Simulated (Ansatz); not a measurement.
The structure below was relaxed with plane-wave PAW DFT at the r2SCAN level (Ansatz, an electronic-structure program, 500 eV), no SOC, at pressure 10 GPa.

Space group P6₃mc (No. 186); a = b = 4.1305 Å, c = 6.7843 Å, α = β = 90.00°, γ = 120.00°

```tsv
atom	site	symmetry	x	y	z
Cd	2b	3m.	0.3333	0.6667	0.4994
Se	2b	3m.	0.3333	0.6667	0.1258
```

Q: Write out a cell with all atoms.

A: 
```
CdSe
1.0
    4.13055     0.00000     0.00000
   -2.06527     3.57716     0.00000
    0.00000     0.00000     6.78425
Cd Se
2 2
Direct
  0.66667   0.33333   0.99943
  0.33333   0.66667   0.49943
  0.66667   0.33333   0.62577
  0.33333   0.66667   0.12577
```
This is the conventional cell.

Load acts through the strain it causes; cell and atoms are relaxed under it. No phonon test of stability was made. Measured, CdSe leaves this structure (for rock salt) near 2.72 GPa (temperature not stated; as listed in Datta, Sujoy, Jana, Debnarayan, arXiv (2020)), on rising pressure, with hysteresis. The cell was made from CdSe in the wurtzite structure (space group P6_3mc, No. 186) by this change: pressure 10 GPa.
